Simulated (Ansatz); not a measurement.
```yaml
crystal:
  lattice:
    - [3.86945, 0.00000, 0.00000]
    - [0.00000, 3.86945, 0.00000]
    - [0.00000, 0.00000, 23.20834]
  atoms:
    - { symbol: Se, position: [0.25000, 0.75000, 0.31881] }
    - { symbol: Mg, position: [0.75000, 0.25000, 0.33026] }
    - { symbol: Se, position: [0.75000, 0.25000, 0.44311] }
    - { symbol: Mg, position: [0.25000, 0.75000, 0.43643] }
    - { symbol: Se, position: [0.25000, 0.75000, 0.55689] }
    - { symbol: Mg, position: [0.75000, 0.25000, 0.56357] }
    - { symbol: Se, position: [0.75000, 0.25000, 0.68119] }
    - { symbol: Mg, position: [0.25000, 0.75000, 0.66974] }
```

No spin polarisation.

All numbers come from r2SCAN (Ansatz, a first-principles code, PAW, no SOC). k-mesh 9×9×1 (Γ-centred); smearing 0.05 eV (Fermi–Dirac). The cell is a slab with vacuum along z.

**Question.** Estimate the band gap.

**Answer.** 2.70 eV.

**Question.** Predict the smallest direct gap.

**Answer.** 3.04 eV.

**Question.** Estimate the gap character.

**Answer.** Indirect, Γ–X (29 % along) → M.

**Question.** Estimate the layer's space group (with vacuum).

**Answer.** P4/nmm (No. 129).

No phonon test of stability was made. The cell was made from MgSe in the rock salt structure (space group Fm-3m, No. 225) by this change: a free-standing slab of 4 layers (8 atoms, 2 a layer) is cut normal to the z axis, with 15 Å of vacuum and the in-plane cell held at bulk.
